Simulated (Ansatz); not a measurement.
## Effect of P on a N site, symmetric start on ZrN

The parent structure is a 24-atom supercell of ZrN in the rock salt structure (space group Fm-3m, No. 225; a = 4.553 Å) at its relaxed geometry.

Now apply this change: one N atom is replaced by P, atoms relaxed at fixed cell.

Calculations: PBEsol in Ansatz (plane waves to 420 eV, PAW, scalar-relativistic without spin-orbit coupling), earlier PAW set. Γ-centred 6×5×6 mesh, Fermi–Dirac width 0.05 eV.

| quantity | base | changed | shift |
|---|---|---|---|
| pressure | 0.0 GPa | 11.3 GPa | +11.3 GPa |
| energy gained by relaxation | – | 1.09 eV | – |
| mean distance from the defect site to its nearest host atoms | 2.28 Å | 2.40 Å | +0.126 Å |

Final structure:

```xyz
24
Lattice="0.0000 4.5528 4.5528 4.5528 -4.5528 4.5528 4.5528 4.5528 0.0000" Properties=species:S:1:pos:R:3 pbc="T T T"
P      0.0000     0.0000     0.0000
N      2.2764     2.2764     0.0000
N      2.2891     0.0001     2.2891
N      4.5527     2.2637     2.2891
N      4.4922     0.0606     4.4922
N      6.8166     2.2891     4.5530
N      0.0000     2.2764     2.2764
N      2.2764     4.5528     2.2764
N      2.2891     2.2637     4.5527
N      4.6135     4.4922     4.6135
N      4.5530     2.2891     6.8166
N      6.8166     4.5527     6.8166
Zr     2.2703     2.2826     2.2703
Zr     4.5566     4.5491     2.4022
Zr     4.5528     2.2764     4.5528
Zr     2.2764     0.0000     4.5528
Zr     6.8354     2.2703     6.8354
Zr     4.5491     0.0038     6.7035
Zr     2.4022     4.5491     4.5566
Zr     4.5566     6.7035     4.5566
Zr     4.5528     0.0000     2.2764
Zr     2.2764    -2.2764     2.2764
Zr     6.7035     0.0038     4.5491
Zr     4.5491    -2.1507     4.5491
```

In so small a cell the defect repeats every few ångströms: this is an ordered compound, not a dilute defect. The defect started on the symmetric site and kept its symmetry, so it may sit on a saddle. All final runs are without spin polarisation. An odd electron count without spin: ZrN. The defect cell is not spin-polarised.

Ansatz is a program for electronic structure.
